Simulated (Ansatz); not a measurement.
The parent structure is BeS in the zinc blende structure (space group F-43m, No. 216; a = 4.876 Å).

The change: a hydrostatic pressure of 5 GPa.

Levels (all Ansatz, a quantum-chemistry and plane-wave program, PAW): PBE (420 eV, scalar-relativistic without spin-orbit coupling); r2SCAN (500 eV, without spin-orbit coupling).

The geometry is relaxed with PBE.

| Quantity | Result |
|---|---|
| PBE pressure | 5.02 GPa |
| PBE lowest conduction level above the VBM at special points | X 3.03 eV; U 4.32 eV; K 4.32 eV; L 5.58 eV |
| PBE smallest direct gap | 5.63 eV |
| PBE hole mass | 0.34, 0.54, 0.54 mₑ (at Γ) |

Q: Predict the pressure, lowest conduction level above the VBM at special points, smallest direct gap and hole mass from r2SCAN.

A: The pressure shrinks by 0.294 GPa, from 5.02 GPa to 4.72 GPa; the lowest conduction level above the VBM at special points goes from X 3.03 eV; U 4.32 eV; K 4.32 eV; L 5.58 eV to X 3.49 eV; U 4.79 eV; K 4.79 eV; L 6.19 eV; the smallest direct gap grows by 0.57 eV to 6.20 eV; the hole mass (degenerate bands, along [100]) changes from 0.34, 0.54, 0.54 mₑ (at Γ) to 0.35, 0.54, 0.54 mₑ (at Γ).

Single points use the geometry relaxed with PBE. Their cutoffs differ, which shifts pressures a little. Load acts through the strain it causes; cell and atoms are relaxed under it. Effective masses come from finite differences of ±0.01 Å⁻¹. No phonon test of stability was made. No other phases were tried under pressure.
